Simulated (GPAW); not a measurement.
Band structure of Al3Ir (P6_3/mmc, 8 atoms in the cell).

```
CELL_PARAMETERS angstrom
      4.37347     0.00000     0.00000
     -2.18673     3.78753     0.00000
      0.00000     0.00000     7.92811
ATOMIC_POSITIONS crystal
  Al 0.00000 0.00000 0.25000
  Al 0.00000 0.00000 0.75000
  Al 0.33333 0.66667 0.57989
  Al 0.66667 0.33333 0.42011
  Al 0.66667 0.33333 0.07989
  Al 0.33333 0.66667 0.92011
  Ir 0.33333 0.66667 0.25000
  Ir 0.66667 0.33333 0.75000
```

Computed with PBEsol, GPAW PAW datasets PBEsol (made by gpaw-setup) (plane waves; GPAW).

Settings: mode = pw; ecut = 600 eV; xc = PBEsol; kpts = 7 7 4; mesh shift (steps) = 0 0 0; occupations.name = methfessel-paxton; occupations.width = 0.136 eV; occupations.order = 0; nbands = -16; convergence.forces = 0.001 eV/Å; symmetry.symmorphic = false; symmetry.tolerance = 0.0005; maxiter = 100; bandpath_npoints = 40.

The starting cell comes from a database of computed structures (which also holds hypothetical and non-ambient phases and stackings), without a prior relaxation at this level. Its lattice was rescaled by a random factor within 2.5 % of one. Spin-orbit coupling is off. Spin polarisation is off.

Levels in eV from the Fermi level, bands 21 to 28:
```tsv
point	21	22	23	24	25	26	27	28
Γ	-0.45	-0.45	0.15	0.70	1.48	1.48	2.39	2.40
M	-3.19	-3.10	-1.53	-1.45	-0.14	0.89	2.23	2.33
K	-2.75	-2.30	-2.19	-2.19	-0.24	2.87	3.05	3.05
A	0.17	0.17	0.17	0.17	0.29	0.29	2.71	2.71
L	-2.83	-2.83	-2.15	-2.15	0.44	0.44	1.17	1.17
H	-2.55	-2.55	-2.12	-2.12	0.65	0.65	1.21	1.21
```

Bands cross the Fermi level along this path, so the cell is metallic at this level.
